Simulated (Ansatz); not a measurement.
Consider Na2Te in the anti-fluorite structure (space group Fm-3m, No. 225).

```xyz
3
Lattice="0.0000 3.6230 3.6230 3.6230 0.0000 3.6230 3.6230 3.6230 0.0000" Properties=species:S:1:pos:R:3 pbc="T T T"
Na     1.8115     1.8115     1.8115
Na     5.4345     5.4345     5.4345
Te     0.0000     0.0000     0.0000
```

Calculations: PBEsol (Ansatz, a program for electronic structure), spin-orbit coupling left out.

Before the change:

```
Item                            Result
-----------------------------  -------
Width of the top valence band  0.75 eV
```

One thing is altered: every lattice vector is stretched by 2.50 %, atoms relaxed at fixed cell.

Q: What happens to the width of the top valence band and energy relative to the base?

A: The width of the top valence band drops by 0.07 eV (0.75 eV → 0.68 eV); the energy increases by 10 meV/atom.

Spin-orbit coupling, missing from the scalar runs, can matter with Te. The levels and masses belong to the bands next to the band gap. The cells carry an imposed strain or load. Stability against distortions was not tested.
